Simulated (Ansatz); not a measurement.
The parent structure is ZnSe in the zinc blende structure (space group F-43m, No. 216; a = 5.6656 Å).

All numbers come from Ansatz (a program for electronic structure), r2SCAN, PAW, cutoff 500 eV, no SOC.

Base values:

| Property | Value |
|---|---|
| Width of the top valence band | 2.71 eV |
| Valley order | Γ 1.87 eV; L along ⟨111⟩ 3.05 eV; X along ⟨100⟩ 3.34 eV |
| Pressure | -0.01 GPa |

Perturbation: every lattice vector is stretched by 3.00 %, atoms relaxed at fixed cell.

Problem. What happens to the mean gap deformation potential ΔEg/Δln V, energy relative to the base, width of the top valence band, valley order and pressure?

Solution. The mean gap deformation potential ΔEg/Δln V is -4.2 eV; the energy grows by 34 meV/atom; the width of the top valence band drops by 0.40 eV, from 2.71 eV to 2.31 eV; the valley order (the lowest conduction-band minima on the path, energy above the VBM, named in the base's zone) becomes Γ 1.50 eV; L along ⟨111⟩ 2.88 eV; X along ⟨100⟩ 3.52 eV (base: Γ 1.87 eV; L along ⟨111⟩ 3.05 eV; X along ⟨100⟩ 3.34 eV); the pressure shrinks by 4.756 GPa to -4.76 GPa.

The cells carry an imposed strain or load. No phonon test of stability was made.
